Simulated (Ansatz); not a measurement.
## Fermi-surface data of TiC (I4/mmm)

Data:

```xyz
2
Lattice="0.0000 2.1481 2.1385 2.1481 0.0000 2.1385 2.1481 2.1481 0.0000" Properties=species:S:1:pos:R:3 pbc="T T T"
Ti     0.0000     0.0000     0.0000
C      2.1481     2.1481     2.1385
```

All values below come from PBEsol, rigid bands (plane waves, PAW, scalar-relativistic; Ansatz, an electronic-structure program). Condition of this run: uniaxial stress zz = 2 GPa (compression positive) (the target of the relaxation). Cell: cell and atoms relaxed with PBEsol, then loaded as said.

```json
{
 "density of states at the Fermi level": "0.288 states/(eV·cell), both spins",
 "bare Sommerfeld coefficient": "0.34 mJ/(mol of atoms·K²)",
 "drude_plasma_energy": "3.6 eV",
 "root-mean-square Fermi velocity": "5.8e5 m/s",
 "resistivity times τ": "37 ×10⁻²² Ω·m·s"
}
```

A metal at this level (no band gap); rigid bands, thermally averaged at 300 K, both spins. Spin-orbit coupling is left out. τ is one relaxation time for all states.
